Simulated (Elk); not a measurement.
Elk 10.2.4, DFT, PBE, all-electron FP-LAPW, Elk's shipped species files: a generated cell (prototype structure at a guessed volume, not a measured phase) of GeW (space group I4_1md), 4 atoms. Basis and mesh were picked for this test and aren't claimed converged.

```json
{
  "cell": "6.35, 6.35, 6.35 Å; 148.4, 148.4, 45.3°",
  "task": "ground state",
  "xctype": "20",
  "swidth": "0.001 Hartree",
  "k mesh (ngridk)": "8×8×8",
  "maxscl": "100",
  "rgkmax": "7 (default)",
  "empty states an atom (nempty)": "4 (default)",
  "epspot (Hartree)": "1e-06 (default)",
  "epsengy (Hartree)": "0.0001 (default)",
  "k-points after symmetry": "100",
  "largest_matrix_size": "294",
  "valence_states": "58"
}
```

Settings of this run: mixtype = 0, beta0 = 0.1, tefvit = false; 4 threads, 1 BLAS thread.

| loop | total energy (Hartree) | RMS change in potential |
|---|---|---|
| 1 | -36522.8489359 | - |
| 2 | -36531.7812522 | 0.1570324446 |
| 3 | -36537.1611050 | 0.1256832446 |
| 4 | -36540.2097204 | 0.1063855647 |
| 5 | -36541.7406884 | 0.9339715069E-01 |
| 6 | -36542.3016429 | 0.8359263736E-01 |
| 7 | -36542.2584626 | 0.7545798493E-01 |
| 8 | -36541.8535076 | 0.6831550079E-01 |
| 9 | -36541.2452588 | 0.6187386137E-01 |
| 10 | -36540.5356576 | 0.5600562090E-01 |
| 11 | -36539.7890464 | 0.5064769324E-01 |
| 12 | -36539.0450745 | 0.4576005850E-01 |
| 13 | -36538.3272694 | 0.4130993807E-01 |
| 14 | -36537.6488068 | 0.3726644247E-01 |
| … | … | … |
| 51 | -36530.9442705 | 0.7499328381E-03 |
| 52 | -36530.9294966 | 0.6747148059E-03 |
| 53 | -36530.9161937 | 0.6070453289E-03 |
| 54 | -36530.9042159 | 0.5461674416E-03 |
| 55 | -36530.8934278 | 0.4913971541E-03 |
| 56 | -36530.8837130 | 0.4421222947E-03 |
| 57 | -36530.8749641 | 0.3977907912E-03 |
| 58 | -36530.8670863 | 0.3579069280E-03 |
| … | … | … |
| 93 | -36530.7977451 | 0.8885010364E-05 |
| 94 | -36530.7975684 | 0.7994432907E-05 |
| 95 | -36530.7974082 | 0.7193886796E-05 |
| 96 | -36530.7972598 | 0.6472809595E-05 |
| 97 | -36530.7971305 | 0.5824226042E-05 |
| 98 | -36530.7970145 | 0.5240641072E-05 |
| 99 | -36530.7969095 | 0.4715116504E-05 |
| 100 | -36530.7968153 | - |

The run ended without self-consistency in 100 loops.

Task: What should be changed so that self-consistency is reached?

Result: Several could match; the one computed here: mixtype = 1 (22 self-consistent loops), all else kept. The other changes of this size gave: beta0 = 0.3 (37). With more settings changed, the fewest of all runs of this system: mixtype = 3 (default), beta0 = not set, mixsdb = 2, broydpm = [0.4, 0.15] (default) (15). Counts are of single runs.
